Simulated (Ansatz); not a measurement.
Consider GaAs in the zinc blende structure (space group F-43m, No. 216; a = 5.659 Å). Axes: x, y, z lie along the cube axes.

Perturbation: uniaxial strain ε_xx = −3.91 %, all other strain components held at zero; the atoms relax in the strained cell.

Levels (all Ansatz, a first-principles code, PAW, earlier PAW set): PBEsol (420 eV, no SOC); r2SCAN (500 eV, no SOC); HSE06 (420 eV, without spin-orbit coupling); PBEsol+SOC (420 eV, with spin-orbit coupling); HSE06+SOC (420 eV, with spin-orbit coupling).

At the geometry relaxed with PBEsol, these levels gave the following band gaps, in shuffled order: (a) 1.57 eV, (b) 1.16 eV, (c) 0.56 eV, (d) 0.50 eV, (e) 1.50 eV.

Problem. Match each gap to its level.

Solution. (a) HSE06; (b) r2SCAN; (c) PBEsol; (d) PBEsol+SOC; (e) HSE06+SOC.

Single points use the geometry relaxed with PBEsol. The spin-orbit shifts are approximate. Whether these cells are dynamically stable was not tested.
